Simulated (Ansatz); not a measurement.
Reference: Al (Fm-3m), PBEsol, DFPT electron-phonon coupling, linearised Boltzmann equation (plane waves, PAW, scalar-relativistic; Ansatz, a quantum-chemistry and plane-wave program); axes and stresses refer to this cell.

```yaml
crystal:
  lattice:
    - [0.00000, 2.00538, 2.00538]
    - [2.00538, 0.00000, 2.00538]
    - [2.00538, 2.00538, 0.00000]
  atoms:
    - { symbol: Al, position: [0.00000, 0.00000, 0.00000] }
```

The logarithmic mean phonon energy is 25 meV and the resistivity at 300 K comes out as 2.3 μΩ·cm. The mean free path at 300 K is 23 nm.

**Question.** Change: biaxial stress xx = yy = -3 GPa (compression positive). What happens to logarithmic mean phonon energy, resistivity at 300 K, mean free path at 300 K?

**Answer.** logarithmic mean phonon energy shrinks to 22 meV; resistivity at 300 K goes up to 2.8 μΩ·cm; mean free path at 300 K shrinks to 18.8 nm.

Metals; harmonic phonons alone scatter; means over directions. The mean free path is weighted by the current that each state carries. Halving the electron mesh moves these values by up to 2 %; q meshes are mostly untested. Some of the runs warned that the eigensolver left states short of its tolerance. Spin-orbit coupling is left out unless a row names it. Stresses and pressures are the targets of the relaxation.  The structure type is held under load, also where the real crystal would transform.
